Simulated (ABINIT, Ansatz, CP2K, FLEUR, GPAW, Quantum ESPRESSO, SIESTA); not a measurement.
**Code comparison for SrB6 (Pm-3m, 7 atoms in the cell)**

Self-consistent single point, at a second geometry (lattice scaled by 0.98). First geometry:

```
SrB6
1.0
    4.19021     0.00000     0.00000
    0.00000     4.19021     0.00000
    0.00000     0.00000     4.19021
Sr B
1 6
Direct
  0.00000   0.00000   0.00000
  0.20314   0.50000   0.50000
  0.79686   0.50000   0.50000
  0.50000   0.20314   0.50000
  0.50000   0.79686   0.50000
  0.50000   0.50000   0.20314
  0.50000   0.50000   0.79686
```

Shared settings, as Ansatz (a program for electronic structure) writes them: kpoints.mp_grid.grid = 5 5 5; scf.occupations.method = fermi_dirac; scf.occupations.width = 0.05 eV. Potentials and cutoffs stand in the table.

```json
[
 {"code": "GPAW", "model": "PBEsol, GPAW PAW datasets PBEsol (made by gpaw-setup)", "ΔF from the first geometry (meV/atom)": "12.6", "pressure (GPa)": "–", "largest force (eV/Å)": "0.419", "cutoff": "950 eV"},
 {"code": "CP2K", "model": "PBEsol, GPW, DZVP-MOLOPT-SR-GTH basis, GTH-PBE potentials (GTH_POTENTIALS)", "ΔF from the first geometry (meV/atom)": "19.2", "pressure (GPa)": "10.37", "largest force (eV/Å)": "0.492", "cutoff": "grid 500 Ry"},
 {"code": "SIESTA", "model": "GGA PBEsol, numerical atomic orbitals TZP, PseudoDojo PBEsol standard norm-conserving potentials (rewritten from UPF to PSML)", "ΔF from the first geometry (meV/atom)": "37.7", "pressure (GPa)": "16.13", "largest force (eV/Å)": "0.312", "cutoff": "grid 300 Ry"},
 {"code": "Quantum ESPRESSO", "model": "PBEsol, GBRV 1.5 ultrasoft (PBESOL) pseudopotentials", "ΔF from the first geometry (meV/atom)": "12.0", "pressure (GPa)": "8.38", "largest force (eV/Å)": "0.456", "cutoff": "40 Ry"},
 {"code": "ABINIT", "model": "PBEsol, PAW (JTH v2.0 PBE PAW, files made for PBE)", "ΔF from the first geometry (meV/atom)": "12.2", "pressure (GPa)": "8.33", "largest force (eV/Å)": "0.480", "cutoff": "40 Ry"},
 {"code": "FLEUR", "model": "PBEsol, all-electron FLAPW (FLEUR), scalar-relativistic valence", "ΔF from the first geometry (meV/atom)": "12.8", "pressure (GPa)": "–", "largest force (eV/Å)": "0.473", "cutoff": "Kmax 4 1/bohr"},
 {"code": "Ansatz", "model": "PBEsol, PAW files made with PBE", "ΔF from the first geometry (meV/atom)": "11.3", "pressure (GPa)": "8.06", "largest force (eV/Å)": "0.438", "cutoff": "420 eV"}
]
```

A dash marks a value that a program does not give, or that is left out as unsure.

The spread over the programs that give each value: ΔF from the first geometry within 26.4 meV/atom; pressure within 8.07 GPa; largest force within 0.180 eV/Å.

CP2K and SIESTA use small atom-centred bases, whose incompleteness enters pressures, forces and empty levels differently from a plane-wave cutoff. FLEUR treats all electrons, but the usual bases taken here (sphere radii, linearisation, local orbitals, empty states) were not tested for convergence, so the values are no reference for the others. Ansatz's pressure is given at a fixed set of plane waves, as the other plane-wave codes print theirs; with its correction for the finite basis it is 8.22 GPa. The pressure of GPAW is left out: its cutoff lies under the one at which its stress was checked. In the pressure, CP2K (by 2.04) and SIESTA (by 7.80) lie more than 1 GPa from the median of the plane-wave programs. In the force vectors, SIESTA (by 0.135) lies more than 0.08 eV/Å from the median of the plane-wave programs.

The starting cell comes from a database of computed structures (which also holds hypothetical and non-ambient phases and stackings), without a prior relaxation at this level. For this run, on top of that: lattice scaled by 0.98.

Keys are those of Ansatz 0.2.
